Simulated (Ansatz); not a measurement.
Results of r²SCAN in Ansatz (plane waves, PAW) for MgO (R-3m, No. 166, 16 atoms in the cell; start mp-1180973; a measured phase of this formula has another space group).

Settings: plane-wave cutoff 560 eV, 14×14×14 k mesh, Fermi–Dirac smearing 0.01 eV, scalar-relativistic PAW data made under PBE.

Cell (relaxed with PBEsol):

```xyz
16
Lattice="1.4840 0.8568 19.7934 -1.4840 0.8568 19.7934 0.0000 -1.7136 19.7934" Properties=species:S:1:pos:R:3 pbc="T T T"
Mg     0.0000     0.0000    22.3050
Mg     0.0000     0.0000    37.0753
Mg     0.0000     0.0000    47.0469
Mg     0.0000     0.0000    12.3335
Mg     0.0000     0.0000    54.3569
Mg     0.0000     0.0000     5.0234
Mg     0.0000     0.0000    29.6902
Mg     0.0000     0.0000     0.0000
O      0.0000     0.0000     8.6784
O      0.0000     0.0000    50.7019
O      0.0000     0.0000    26.0353
O      0.0000     0.0000    33.3450
O      0.0000     0.0000    18.5785
O      0.0000     0.0000    40.8018
O      0.0000     0.0000    15.9849
O      0.0000     0.0000    43.3955
```

Question: What does this level give for the band gap and smallest direct gap on the k points sampled?

Answer: 
- band gap: 4.92 eV
- smallest direct gap on the k points sampled: 4.93 eV

Note: cell and atoms aren't relaxed at this level (pressure -1.2 GPa).

Static lattice: no zero-point or thermal effects.

A start named mp-… is a Materials Project structure, which need not be a measured phase.

Ansatz is an electronic-structure program.
